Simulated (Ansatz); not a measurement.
```
CELL_PARAMETERS angstrom
      3.79876    -0.00001    -0.00612
      0.00000     3.79876    -0.00373
      1.84934    -1.93118    31.57398
ATOMIC_POSITIONS crystal
  Ti 0.44815 0.03060 0.08935
  Ti 0.86405 0.14879 0.31798
  O  0.53154 0.02669 0.01614
  O  0.49040 0.53549 0.10104
  O  0.00126 0.01783 0.07628
  O  0.42763 0.06190 0.15140
  Ti 0.90037 0.60909 0.24115
  Ti 0.44432 0.56864 0.16422
  O  0.92898 0.57547 0.17778
  O  0.89388 0.11599 0.25454
  O  0.40677 0.60228 0.22773
  O  0.87058 0.64187 0.30461
  Ti 0.32762 0.18759 0.39481
  O  0.35777 0.15589 0.33136
  O  0.32121 0.69459 0.40824
  O  0.83400 0.18055 0.38143
  O  0.29799 0.21898 0.45819
  Ti 0.75576 0.74036 0.54656
  Ti 0.29142 0.73506 0.47172
  O  0.78551 0.71874 0.48453
  O  0.75032 0.29334 0.55950
  O  0.26161 0.78217 0.53494
  O  0.72060 0.82294 0.61989
  Ir 0.41801 0.12969 0.72459
  Ir 0.92416 0.62387 0.72461
  Ir 0.96049 0.10613 0.66305
  Ir 0.44024 0.58413 0.66311
  Ir 0.36191 0.19163 0.84924
  Ir 0.86266 0.69055 0.84925
  Ir 0.89236 0.15921 0.78679
  Ir 0.39125 0.65846 0.78680
  Ir 0.29236 0.26489 0.97290
  Ir 0.81437 0.74467 0.97303
  Ir 0.83573 0.22644 0.91144
  Ir 0.32991 0.72027 0.91144
```

The first 23 atoms are the substrate (TiO2-ana), the rest the film (Ir).

These are PBE (plane waves to 420 eV, PAW; Ansatz, a quantum-chemistry and plane-wave program) values and carry that method's errors. No spin–orbit coupling; the runs are not spin-polarised; PBE gaps are too small against experiment. Its k-point mesh 8×8×1, Fermi–Dirac width 0.05 eV.

### Question
Describe the bonding at the interfaces and give the barriers.

### Answer
A periodic stack without vacuum, fcc Ir (0 0 1) on anatase TiO2 (0 0 1) (film strained to the substrate, started from cuts of the bulks and a machine-learned relaxation; slabs Ti7O16 and Ir12, which can lie off the formulas): substrate slab Ti7O16, film Ir12, surface cells [[0, 1], [-1, 0]] and [[0, -1], [2, 1]], film strained by -1.9 and -1.9 %, outermost planes O/O and Ir/Ir as cut, which need not be the usual terminations and can put a slab off its formula.
- interface area = 14.4 Å²
- period = 31.58 Å
- heights between the nearest atoms of the two slabs at the two interfaces = 1.36 and 1.36 Å
- Ir–O contacts across the interfaces within 1.22 times the sum of covalent radii = 4, mean 1.95 Å
- hole barrier (PBE) = 0.38 eV
- electron barrier (PBE) = 1.74 eV
